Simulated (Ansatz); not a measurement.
CsPbBr3: energy against volume

CsPbBr3 (cubic perovskite, Pm-3m, 43.260 Å³/atom and stress up to 0.01 GPa in the relaxed cell, cube axes along x, y and z) under an equal strain ε along all three axes. PBE in Ansatz, a plane-wave DFT program (PAW, default set), 420 eV, 6×6×6 Γ-centred mesh, Fermi-Dirac smearing 0.05 eV; ions are relaxed, or left where forces stay under 0.02 eV/Å, within the symmetry of each cell. Against the start cell, which lies near the measured one, the relaxed cell differs by 6.9 % in volume; the values below rest on it.

Here V stands for volume and E for E less E0.

| volume (Å³/atom) | E less E0 (meV/atom) | pressure (GPa) |
|---|---|---|
| 39.4824 | ? | ? |
| 40.9659 | 7.81 | 1.15 |
| 41.7214 | 3.40 | 0.73 |
| 42.4861 | 0.83 | 0.35 |
| 43.2601 | 0.00 | 0.00 |
| 44.0435 | 0.79 | -0.32 |
| 44.8363 | 3.10 | -0.61 |
| 45.6385 | 6.83 | -0.87 |

Taking the third-order Birch-Murnaghan form, a cubic in V^(-2/3) for E over the 7 complete rows: With u = V^(-2/3) - 0.0812, the rows have u = 0.0029495, 0.0019306, 0.0009301, -0.0000525, -0.0010176, -0.0019657, -0.0028969. Least squares gives E = 0.002 + 93.6·u + 855798·u² + 3405971·u³. Residuals (row less fit): -0.001, 0.003, -0.002, 0.001, 0.001, 0.001, 0.000; standard error 0.002 (degrees of freedom: 3). Its minimum lies at u = -0.0000547, so V0 = (0.0811453)^(-3/2) = 43.26. There d²E/du² = 1710000 and d³E/du³ = 2.044e7, so B0 = (4/9) × 43.26^(-7/3) × 1710000 × 0.160218 = 18.5 GPa (the last factor turns the table's units into GPa), and B0' = 4 + (2/3) × 0.0811453 × (2.044e7)/1710000 = 4.6. B0' rests on the cubic coefficient alone and has a standard error of 0.1 from these residuals.

Question: Estimate the missing E (V = 39.4824); what did the run itself give?

Answer: u = 0.0050444, so E = 0.002 + 93.6 × 0.0050444 + 855798 × 0.0050444² + 3405971 × 0.0050444³ = 22.688 meV/atom. The calculation gives 22.71 meV/atom, 0.022 meV/atom above the prediction (0.1 % of the range of E in the table). The row lies outside the fitted rows, so this is an extrapolation. The scatter of the fitted rows lies at the last printed digit.

The primitive cell can neither tilt nor turn polar against its symmetry, as such crystals can under strain. Spin-orbit coupling is left out, which can shift these values for the heavy elements here. Other structures, which can take over under pressure, weren't tried. The same form fitted to the pressure column gives B0' = 4.7; series where the two differ by over 0.4 aren't shown. CsPbBr3 is here the ideal cubic form; the compound distorts at low or room temperature. Rows are the converged runs of the series near zero and its far end, less any whose ions stayed unrelaxed beside relaxed ones; series whose fitted rows scatter by over a few per cent of the range, as at a crossing or softening among them, aren't shown in this form.
